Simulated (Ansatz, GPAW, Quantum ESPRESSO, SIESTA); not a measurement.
Rh (Fm-3m, 1 atom in the cell) computed with different codes at matched settings

Relaxation of cell and atoms.

```
Rh
1.0
    0.00000     1.85960     1.85960
    1.85960     0.00000     1.85960
    1.85960     1.85960     0.00000
Rh
1
Cartesian
  0.00000   0.00000   0.00000
```

Shared settings, as Ansatz (a first-principles code) writes them: kpoints.mp_grid.grid = 12 12 12; scf.occupations.method = gaussian; scf.occupations.width = 0.2 eV. Potentials and cutoffs stand in the table.

| code | model | final volume (Å³/atom) | cutoff |
|---|---|---|---|
| SIESTA | GGA PBE, numerical atomic orbitals DZP, PseudoDojo PBE standard norm-conserving potentials (rewritten from UPF to PSML) | 14.16 | grid 300 Ry |
| Quantum ESPRESSO | PBE, SSSP 1.1.2 precision (PBE) pseudopotentials | 14.05 | 75 Ry |
| Ansatz | PBE, default PAW files | 14.05 | 420 eV |
| GPAW | PBE, GPAW PAW datasets PBE (gpaw-data 1.0.1) | 14.17 | 550 eV |

On Ansatz's run: spin polarisation is off.

The spread over the programs that give each value: final volume within 0.12 Å³/atom.

SIESTA uses small atom-centred bases, whose incompleteness enters pressures, forces and empty levels differently from a plane-wave cutoff. The programs treat the finite-basis stress differently while the cell relaxes: Ansatz adds an estimate of it.

The starting cell comes from a database of computed structures (which also holds hypothetical and non-ambient phases and stackings), without a prior relaxation at this level. Its lattice was rescaled by a random factor within 2.5 % of one.

Keys are those of Ansatz 0.2.
